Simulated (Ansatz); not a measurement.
LiH (model structure, started from the wurtzite type, P6₃/mmc, No. 194, 4 atoms in the cell), treated with LDA (PAW; Ansatz, an electronic-structure program).

Run with plane-wave cutoff 520 eV, 12×12×8 k mesh (along the axes of the cell as run), Fermi–Dirac smearing 0.01 eV, scalar-relativistic PAW data made under PBE.

Cell (relaxed at this level):

```xyz
4
Lattice="3.1777 0.0000 0.0000 -1.5888 2.7519 0.0000 0.0000 0.0000 3.9664" Properties=species:S:1:pos:R:3 pbc="T T T"
Li     1.5888     0.9173     0.2482
Li     0.0000     1.8346     2.2314
H      1.5888     0.9173     2.2315
H      0.0000     1.8346     0.2484
```

Task: Estimate the band gap and bulk modulus that the calculation returns.

Result: 
* **band gap**: 1.29 eV (on the SCF k mesh)
* **bulk modulus**: 33.3 GPa

Note: the bulk modulus is −V dP/dV from two relaxed cells at ±2 % in volume; the relaxation could raise the start's symmetry but not lower it, so the cell can be a saddle point.

The computed numbers hold no vibrational or temperature effects.

A model structure was made by putting elements into a prototype or built by hand; it is no filed structure, need not be a known phase, and can be a saddle point held by its symmetry.
